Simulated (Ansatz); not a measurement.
## B (model structure, started from the fcc type, Fm-3m, No. 225, 1 atom in the cell)

Calculation: r²SCAN in Ansatz (plane waves, PAW).

Run with plane-wave cutoff 560 eV, 32×32×32 k mesh, Fermi–Dirac smearing 0.05 eV, scalar-relativistic PAW data made under PBE.

Cell (relaxed at this level):

```xyz
1
Lattice="0.0000 1.4276 1.4276 1.4276 0.0000 1.4276 1.4276 1.4276 0.0000" Properties=species:S:1:pos:R:3 pbc="T T T"
B      0.0000     0.0000     0.0000
```

```yaml
band_gap: none
bulk_modulus: 283 GPa
```

Note: the bulk modulus is −V dP/dV from two relaxed cells at ±2 % in volume; the relaxation could raise the start's symmetry but not lower it, so the cell can be a saddle point.

The computed numbers hold no vibrational or temperature effects.

A model structure was made by putting elements into a prototype or built by hand; it is no filed structure, need not be a known phase, and can be a saddle point held by its symmetry.

Ansatz is an electronic-structure program.
